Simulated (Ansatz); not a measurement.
Band structure of Mg6CuW (Amm2, 8 atoms in the cell).

```xyz
8
Lattice="4.8739 0.0000 0.0000 0.0000 3.0371 5.3665 0.0000 -3.0371 5.3665" Properties=species:S:1:pos:R:3 pbc="T T T"
Mg     2.4369     1.5299     4.5241
Mg     2.4369    -1.5299     4.5241
Mg     0.0000     1.4735     6.2993
Mg     0.0000    -1.4735     6.2993
Mg     0.0000     0.0000     3.4514
Mg     0.0000     0.0000     8.8359
Cu     2.4369     0.0000     1.7827
W      2.4369     0.0000     7.2151
```

Method of the run: PBEsol, PAW files made with PBE (plane waves; Ansatz, a program for electronic structure).

Settings: basis.ecutwfc = 420 eV; kpoints.mp_grid.grid = 3 3 3; hamiltonian.xc = pbesol; hamiltonian.pseudopotentials = {kind: paw} (the program's default PAW files); scf.occupations.method = fermi_dirac; scf.occupations.width = 0.136 eV; kpoints.band_path.npoints = 8.

The starting cell comes from a database of computed structures (which also holds hypothetical and non-ambient phases and stackings), without a prior relaxation at this level. Its lattice was rescaled by a random factor within 2.5 % of one. Spin-orbit coupling is off. Spin polarisation is off.

Levels in eV from the Fermi level, bands 44 to 51:
```
point     44     45     46     47     48     49    50    51
-----  -----  -----  -----  -----  -----  -----  ----  ----
Γ      -1.48  -1.12  -0.78  -0.53  -0.13   0.98  1.42  2.37
X      -0.94  -0.93   0.09   0.99   1.02   1.28  1.66  1.76
S      -0.80  -0.66   0.10   0.45   0.87   1.58  1.80  2.02
R      -1.32  -1.22  -0.55  -0.17   0.13   0.67  1.13  3.05
A      -0.60  -0.33  -0.33  -0.22  -0.08   0.54  2.28  2.46
Z      -0.86  -0.68  -0.66  -0.63  -0.57  -0.26  0.04  0.36
Y      -0.40  -0.22   0.23   0.70   0.82   1.85  1.86  1.88
X1     -0.94  -0.93   0.09   0.99   1.02   1.28  1.66  1.76
A1     -0.60  -0.33  -0.33  -0.22  -0.08   0.54  2.28  2.46
T      -1.62  -1.12  -0.20  -0.20   0.11   0.74  1.78  2.71
```

Bands cross the Fermi level along this path, so the cell is metallic at this level.

Keys are those of Ansatz 0.2.
